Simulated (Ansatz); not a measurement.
The reference is TiO₂ in the anatase structure (space group I4_1/amd, No. 141; a = 3.799 Å, c = 9.701 Å).

(Cell as relaxed with PBE.)

Levels (all Ansatz, a quantum-chemistry and plane-wave program, PAW): PBE (420 eV, no SOC); r2SCAN (500 eV, no SOC).

Each level relaxes its own structure.

```json
[
 {"base": "volume per atom", "PBE": "11.67 Å³", "r2SCAN": "11.40 Å³"},
 {"base": "lattice parameter a", "PBE": "3.799 Å", "r2SCAN": "3.778 Å"},
 {"base": "band gap", "PBE": "2.13 eV", "r2SCAN": "2.53 eV"}
]
```

Perturbation: cell and atoms relaxed at a pressure of 0.7 GPa.

```tsv
quantity	PBE	r2SCAN
band gap	2.12 eV	2.53 eV
lattice parameter a	3.796 Å	3.776 Å
smallest direct gap	2.44 eV	2.87 eV
```

PBE's band gap lies 0.403 eV below r2SCAN's; PBE's lattice parameter a lies 0.0207 Å above r2SCAN's (0.5 %); PBE's smallest direct gap lies 0.436 eV below r2SCAN's. Neither level is exact; r2SCAN is the comparison here, not a measurement.

Load acts through the strain it causes; cell and atoms are relaxed under it. Whether these cells are dynamically stable was not tested. The final runs are not spin-polarised.
